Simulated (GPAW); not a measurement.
Input and output of a self-consistent single point for SrAl2 (P1, 6 atoms in the cell) (GPAW).

Level of theory: PBEsol, GPAW PAW datasets PBEsol (made by gpaw-setup) (plane waves; GPAW 25.7.0).

```
SrAl2
1.0
    0.00000     4.12875     4.12875
    4.12875     0.00000     4.12875
    4.12875     4.12875     0.00000
Sr Al
2 4
Direct
  0.99459   0.98938   0.00871
  0.25824   0.25768   0.24565
  0.62351   0.61752   0.62898
  0.12190   0.62370   0.63453
  0.62450   0.63207   0.11010
  0.62726   0.12965   0.62204
```

Reference input (self-consistent single point, DFT LDA (Perdew-Wang 92), plane waves, GPAW PAW datasets LDA (gpaw-data 1.0.1)): mode = pw; ecut = 550 eV; xc = LDA; kpts = 4 4 4; mesh shift (steps) = 0 0 0; occupations.name = methfessel-paxton; occupations.width = 0.1 eV; occupations.order = 0; nbands = -10; convergence.density = 1e-05 e/electron; convergence.energy = 1e-05 eV/electron; symmetry.symmorphic = false. This run's input differs from it in these lines:

```diff
@@ -17,3 +17,3 @@
 calc = GPAW(mode={'name': 'pw', 'ecut': 550},
-            xc='LDA',
+            xc='PBEsol',
             kpts={'size': (4, 4, 4), 'gamma': True},
```

Its files differ too (potentials: GPAW PAW datasets PBEsol (made by gpaw-setup)).

Output (repeated stretches shortened):

```
     iter     time        total  log10-change:
                         energy   eigst   dens
iter:   1 --:--:--   -21.759693
iter:   2 --:--:--   -21.830765   -1.42  -1.16
iter:   3 --:--:--   -21.731505   -2.35  -1.21
iter:   4 --:--:--   -21.793498   -1.83  -1.30
iter:   5 --:--:--   -21.690867   -2.87  -1.63
iter:   6 --:--:--   -21.686645   -3.68  -2.32
iter:   7 --:--:--   -21.686835   -4.24  -2.47
iter:   8 --:--:--   -21.683631   -3.73  -2.52
iter:   9 --:--:--   -21.683702   -5.15  -2.81
iter:  10 --:--:--   -21.683494c  -4.69  -2.79
iter:  11 --:--:--   -21.683436c  -6.06  -3.32
iter:  12 --:--:--   -21.683426c  -7.62c -3.49
   [... lines left out ...]
iter:  15 --:--:--   -21.683429c  -7.42c -3.66
iter:  16 --:--:--   -21.683426c  -7.85c -3.69
iter:  17 --:--:--   -21.683415c  -7.31  -3.74
iter:  18 --:--:--   -21.683416c  -8.58c -3.81
iter:  19 --:--:--   -21.683422c  -7.58c -3.84
iter:  20 --:--:--   -21.683420c  -7.73c -4.02
iter:  21 --:--:--   -21.683422c  -7.55c -4.07
iter:  22 --:--:--   -21.683422c  -8.40c -4.22
iter:  23 --:--:--   -21.683419c  -8.37c -4.26
iter:  24 --:--:--   -21.683420c  -9.34c -4.47
iter:  25 --:--:--   -21.683422c  -8.54c -4.51
iter:  26 --:--:--   -21.683421c  -9.37c -4.99
iter:  27 --:--:--   -21.683421c -10.07c -5.30c
Converged after 27 iterations.

Dipole moment: (-9.127581, -9.929953, -6.963046) |e|*Ang

Energy contributions relative to reference atoms: (reference = -199249.682198)

Kinetic:        +19.315897
Potential:       -7.378573
External:        +0.000000
XC:             -32.985113
Entropy (-ST):   -0.022885
Local:           -0.624188
SIC:             +0.000000
--------------------------
Free energy:    -21.694863
Extrapolated:   -21.683421

Showing only first 2 kpts
 Kpt  Band  Eigenvalues  Occupancy
  0    14      4.16804    2.00000
  0    15      4.19766    2.00000
  0    16      4.65227    2.00000
  0    17      4.66431    2.00000

  1    14      4.50121    2.00000
  1    15      5.54532    1.88209
  1    16      5.62503    1.33735
  1    17      5.74080    0.22978

Fermi level: 5.65588

No gap
   [... lines left out ...]
  0 Sr    0.05559   -0.04807    0.33058
  1 Sr   -0.05784   -0.04713   -0.36213
  2 Al    0.01262   -0.06138    0.06917
  3 Al   -0.13746   -0.05918    0.09686
  4 Al    0.10357    0.22509   -0.10420
  5 Al    0.02346   -0.00943   -0.03026

Stress tensor:
     0.005678    -0.001557    -0.000146
    -0.001557     0.006103    -0.000371
    -0.000146    -0.000371     0.005333
Stress (GPa, Voigt): [ 0.9097  0.9778  0.8545 -0.0595 -0.0234 -0.2494]
```

The run converged in 27 iterations. GPAW prints stress with tension positive. Against the reference run the pressure goes from -2.47 to -0.91 GPa and the largest force goes from 0.344 to 0.370 eV/Å.

The starting cell comes from a database of computed structures (which also holds hypothetical and non-ambient phases and stackings), without a prior relaxation at this level. Its atoms were displaced at random from the sites of space group no. 227.

Cost on one core of a shared machine: roughly 2 min.
